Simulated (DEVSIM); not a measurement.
System: abrupt Si n-p junction, at 300 K.

```csv
layer (left to right),material,thickness (μm),Nd (cm⁻³),Na (cm⁻³),τn (s),τp (s)
1,Si,13.0,5.1e16,-,2.2e-6,2.2e-6
2,Si,0.400,-,4.1e16,2.2e-6,2.2e-6
```

Left contact: ohmic. Right contact: ohmic. Voltage is applied to the left contact. Recombination: SRH at mid-gap, Auger. Mobility is constant in doping.

Constants are typed, rounded textbook-type inputs, not results; the design itself was drawn at random and stands for no fabricated device. Values at 300 K; Nc and Nv go as T^1.5, mobilities as T to minus their exponent, the gap by Varshni's rule with the affinity fixed.

| parameter | Si |
|---|---|
| gap (eV) | 1.124 |
| affinity (eV) | 4.05 |
| permittivity | 11.7 |
| Nc (cm⁻³) | 2.86e19 |
| Nv (cm⁻³) | 3.1e19 |
| μn (cm²/Vs) | 1417 |
| μp (cm²/Vs) | 470 |
| T exponent of μn | 2.3 |
| T exponent of μp | 2.2 |
| Cn (cm⁶/s) | 2.8e-31 |
| Cp (cm⁶/s) | 9.9e-32 |
| Varshni α (eV/K) | 0.000473 |
| Varshni β (K) | 636 |

DEVSIM, 1D drift-diffusion, Boltzmann statistics, complete ionisation; no tunnelling, impact ionisation, image-force lowering or self-heating.

The temperature was swept, all else fixed.

```json
[
 {"temperature (K)": "250", "largest field in the device at zero bias (V/cm)": "76000", "dark forward voltage at 1 A/cm² (V)": "0.668", "dark forward voltage at 100 A/cm² (V)": "0.779", "potential step across the device at zero bias (V)": "0.869"},
 {"temperature (K)": "300", "largest field in the device at zero bias (V/cm)": "72000", "dark forward voltage at 1 A/cm² (V)": "0.554", "dark forward voltage at 100 A/cm² (V)": "0.688", "potential step across the device at zero bias (V)": "0.789"},
 {"temperature (K)": "350", "largest field in the device at zero bias (V/cm)": "67000", "dark forward voltage at 1 A/cm² (V)": "___", "dark forward voltage at 100 A/cm² (V)": "___", "potential step across the device at zero bias (V)": "0.706"},
 {"temperature (K)": "400", "largest field in the device at zero bias (V/cm)": "62000", "dark forward voltage at 1 A/cm² (V)": "0.320", "dark forward voltage at 100 A/cm² (V)": "0.503", "potential step across the device at zero bias (V)": "0.620"},
 {"temperature (K)": "450", "largest field in the device at zero bias (V/cm)": "57000", "dark forward voltage at 1 A/cm² (V)": "0.199", "dark forward voltage at 100 A/cm² (V)": "0.410", "potential step across the device at zero bias (V)": "0.532"},
 {"temperature (K)": "500", "largest field in the device at zero bias (V/cm)": "50000", "dark forward voltage at 1 A/cm² (V)": "0.085", "dark forward voltage at 100 A/cm² (V)": "0.317", "potential step across the device at zero bias (V)": "0.441"}
]
```

Q: What belongs in the gaps?

A: 
- 350, dark forward voltage at 1 A/cm² (V): 0.438
- 350, dark forward voltage at 100 A/cm² (V): 0.596
